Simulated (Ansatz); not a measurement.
Amorphous Si$_{24}$O$_{51}$Al$_{2}$, 77 atoms at 2.24 g/cm³, one PBE-relaxed geometry, zone centre. Methods: PBE, scalar-relativistic without spin-orbit coupling (Ansatz, an electronic-structure program); r2SCAN, scalar-relativistic without spin-orbit coupling (Ansatz); HSE06, scalar-relativistic without spin-orbit coupling (Ansatz). Plane waves to 420 eV (r2SCAN 500 eV); exact exchange is cut at the cell's faces. At PBE the levels at both edges of the gap are localised (band-tail or defect states), and the nearest spread-out levels lie 5.8 eV apart at the zone centre. The higher rungs were started with moments on some atoms, which died out.

A CHGNet melt-quench gave the starting glass, which DFT then relaxed. O atoms were pushed apart under 1.9 Å during the dynamics, to hinder bonds among them. The hot cell started wider than the set density and was brought back towards it in steps. It is the lowest in DFT energy of 2 quenches. It is a model cell: composition and starting density were chosen by hand, and all elements were melted together. No dispersion term was used. Its density started from a set value of 2.24 and ended at 2.24 g/cm³. The quench (nominally 400 K/ps over its main leg) was far faster than any real one, so the model tends to hold more defects than a real film. A cell of this size samples the disorder only roughly. The volume was held where the preparation left it and the shape relaxed, at a PBE pressure of 1.4 GPa. Stress components on the final sampling reach 1.9 GPa. Cycles of charging lowered its energy after that relaxation.

The relaxation ran on the zone centre alone. At PBE the gap between localised states is 3.59 eV on a 2×2×2 Γ-centred mesh, and the spacing at the zone centre alone 3.59 eV.

**Question.** What zone-centre spacing does r2SCAN give, roughly?

**Answer.** 4.23 eV (+0.64 eV against PBE).

**Question.** What zone-centre spacing does HSE06 give, roughly?

**Answer.** 5.40 eV (+1.81 eV against PBE).

The highest filled and the lowest empty state spread over these numbers of atoms (participation numbers): PBE: 3.0 and 5.5; r2SCAN: 2.9 and 5.5; HSE06: 3.1 and 5.8.
